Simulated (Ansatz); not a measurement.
Spacing of the highest filled and lowest empty level at the zone centre in eight small model glasses of hand-chosen composition and density, fast-quenched (anions pushed apart in CHGNet runs), each at its PBE geometry, by PBE and by HSE06 (Ansatz, a program for electronic structure, plane waves, PAW). The cells are the first eight to finish that balance their formal charges, show no moments and no lower geometry on charging where those were tested, and have a gap at both levels; defect levels can set the spacings, and exact exchange is cut at the cells' faces.

```json
[
 {"cell": "Hf18O37Ag2", "quench by": "CHGNet", "pressure (GPa)": "0.3", "levels at the gap": "localised at the filled edge", "PBE (eV)": "2.71", "experiment, tabulated (eV)": "-"},
 {"cell": "Zr20O41Zn", "quench by": "CHGNet", "pressure (GPa)": "0.3", "levels at the gap": "localised at the filled edge", "PBE (eV)": "3.54", "experiment, tabulated (eV)": "-"},
 {"cell": "Ga24O39In2", "quench by": "CHGNet", "pressure (GPa)": "0.1", "levels at the gap": "localised at the filled edge", "PBE (eV)": "1.59", "experiment, tabulated (eV)": "-"},
 {"cell": "Ti20O43Sc2", "quench by": "CHGNet", "pressure (GPa)": "0.9", "levels at the gap": "spread", "PBE (eV)": "2.76", "experiment, tabulated (eV)": "-"},
 {"cell": "Si30N45P3", "quench by": "CHGNet", "pressure (GPa)": "3.2", "levels at the gap": "localised at both edges", "PBE (eV)": "2.04", "experiment, tabulated (eV)": "-"},
 {"cell": "Si30N42Ca3", "quench by": "CHGNet", "pressure (GPa)": "0.1", "levels at the gap": "localised at the filled edge", "PBE (eV)": "2.75", "experiment, tabulated (eV)": "-"},
 {"cell": "In24O38Ti", "quench by": "CHGNet", "pressure (GPa)": "-1.5", "levels at the gap": "localised at the filled edge", "PBE (eV)": "0.50", "experiment, tabulated (eV)": "-"},
 {"cell": "Zr20O42Si", "quench by": "CHGNet", "pressure (GPa)": "-0.2", "levels at the gap": "localised at the filled edge", "PBE (eV)": "3.48", "experiment, tabulated (eV)": "-"}
]
```

Question: What does HSE06 give, and how does it move these values against PBE?

Answer: Hf18O37Ag2 4.25, Zr20O41Zn 5.04, Ga24O39In2 3.26, Ti20O43Sc2 4.26, Si30N45P3 3.33, Si30N42Ca3 4.07, In24O38Ti 1.95, Zr20O42Si 5.02 eV. It raises them by +1.30 to +1.67 eV, +1.48 eV on average. A straight line through the eight gives HSE06 = 1.01 × PBE +1.47 eV, with a scatter of 0.12 eV.
